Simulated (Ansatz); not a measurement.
```
CELL_PARAMETERS angstrom
      3.98083     0.00000     0.00000
      0.00000     3.98083     0.00000
      0.00000     0.00000     3.98083
ATOMIC_POSITIONS crystal
  K  0.00000 0.00000 0.00000
  Ta 0.50000 0.50000 0.50000
  O  0.50000 0.00000 0.50000
  O  0.00000 0.50000 0.50000
  O  0.50000 0.50000 0.00000
```

No spin polarisation.

Method: Kohn–Sham DFT with the PBEsol functional, run in Ansatz (a program for electronic structure) with PAW and 420 eV plane waves, spin-orbit coupling left out. Settings: 8×8×8 k-points, 0.05 eV Fermi–Dirac smearing.

Predict the gap character, band gap and smallest direct gap.


- Gap character = indirect, R → Γ
- Band gap = 2.14 eV
- Smallest direct gap = 2.75 eV

With Ta present, leaving out spin-orbit coupling can change the band edges. Load acts through the strain it causes; cell and atoms are relaxed under it. Whether these cells are dynamically stable was not tested. The cell was made from KTaO3 in the cubic perovskite structure (space group Pm-3m, No. 221) by this change: pressure 0.7 GPa.
